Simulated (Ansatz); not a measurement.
Worked example: zone-centre phonon calculation of MgB2 (P6/mmm, 3 atoms in the cell) in Ansatz (an electronic-structure program).

Computed with PBEsol, default PAW files made with PBE (plane waves; Ansatz).

```yaml
crystal:
  lattice:
    - [1.55272, -2.68940, 0.00000]
    - [1.55272, 2.68940, 0.00000]
    - [0.00000, 0.00000, 3.53760]
  atoms:
    - { symbol: Mg, position: [0.00000, 0.00000, 0.00000] }
    - { symbol: B, position: [0.33333, 0.66667, 0.50000] }
    - { symbol: B, position: [0.66667, 0.33333, 0.50000] }
```

Reference input (self-consistent single point, DFT, PBEsol, plane waves, default PAW files made with PBE): basis.ecutwfc = 420 eV; kpoints.mp_grid.grid = 12 12 9; hamiltonian.xc = pbesol; hamiltonian.pseudopotentials = {kind: paw} (the program's default PAW files); scf.occupations.method = fermi_dirac; scf.occupations.width = 0.1 eV. This run's input differs from it in these lines:

Ansatz 0.2 input:
```diff
@@ -14,3 +14,3 @@
   mp_grid:
-    grid: [12, 12, 9]
+    grid: [12, 12, 12]
 hamiltonian:
@@ -23,6 +23,5 @@
     width: 0.1
-output:
-  forces: true
-  eigenvalues: true
-  stress: true
+phonons:
+  method: dfpt
+  qmesh: [2, 2, 2]
```

Output, abridged:

```
SCF iter   1: F=—  HF=-2217.783282 eV  |F-HF|=—  |Δ(HF+E_count)|=         —  Δρ=3.91e-3  dr2=6.35e-3  ethr=1.77e-3  ⟨swp⟩=5.0  Hψ=8408  notcnv=0
all-band conjugate gradients solve this SCF's bands
preconditioner: auto → none
SCF iter   2: F=—  HF=-2217.782328 eV  |F-HF|=—  |Δ(HF+E_count)|=   9.54e-4  Δρ=2.30e-3  dr2=2.38e-3  ethr=3.97e-5  ⟨swp⟩=1.7  Hψ=2868  notcnv=0
   [... lines left out ...]
SCF iter   5: F=—  HF=-2217.781549 eV  |F-HF|=—  |Δ(HF+E_count)|=   2.83e-6  Δρ=2.80e-5  dr2=3.85e-7  ethr=1.72e-8  ⟨swp⟩=2.0  Hψ=2128  notcnv=0
SCF iter   6: F=—  HF=-2217.781550 eV  |F-HF|=—  |Δ(HF+E_count)|=   9.66e-7  Δρ=8.33e-6  dr2=8.77e-9  ethr=2.41e-9  ⟨swp⟩=2.0  Hψ=2004  notcnv=0
SCF iter   7: F=—  HF=-2217.781550 eV  |F-HF|=—  |Δ(HF+E_count)|=   8.46e-9  Δρ=1.27e-6  dr2=1.37e-10  ethr=5.48e-11  ⟨swp⟩=2.3  Hψ=2572  notcnv=0
SCF iter   8: F=-2217.781550 eV  HF=-2217.781550 eV  |F-HF|=4.55e-13  |Δ(HF+E_count)|=  1.31e-10  Δρ=3.11e-8  dr2=1.02e-13  ethr=1.00e-12  ⟨swp⟩=5.4  Hψ=6588  notcnv=0
SCF 1 converged in 8 iterations: F = -2217.781550 eV  dr2 = 1.02e-13
DFPT response loops at q = (0, 0, 0) (fractional): preconditioner auto → Kerker (q_TF=auto, 2.463 Å⁻¹) (partly filled bands, converged f_vac=0.000) …
DFPT response loops at q = (0, 0, -0.5) (fractional): mixed as the last ones told, above
DFPT response loops at q = (0, -0.5, 0) (fractional): mixed as the last ones told, above
DFPT response loops at q = (0, -0.5, -0.5) (fractional): mixed as the last ones told, above
Free energy (F): -2217.781550 eV
Internal energy: -2217.760680 eV  (E = F + TS)
E sigma→0 (E₀):  -2217.771115 eV
Entropy (-TS):   -0.020870 eV (-6.957 meV/atom)
Fermi energy:    8.935677 eV
   [... lines left out ...]
  largest difference from the sums on the solved wave vectors: F 3.77e-2 eV, S 7.00e-5 and C_V 3.22e-5 eV/K
  zero-point energy: 0.252428 eV/cell   skipped modes (ω ≤ 0): 3   left out of the sums: 3.22e-5 of the cell's modes …
```

The run converged in 8 iterations. 

Summary of the result:
- Free energy E − TS (on the zero of these files) = -2217.7816 eV
- Fermi level (on the code's own zero) = 8.94 eV
- Zone-centre frequencies (cm⁻¹; negative means imaginary) = 0, 0, 0, 322, 322, 380, 550, 550, 677

The starting cell has typed, rounded lattice constants, without a prior relaxation at this level. Its lattice was rescaled by up to half a per cent.

Cost on one core of a shared machine: roughly 2 min.
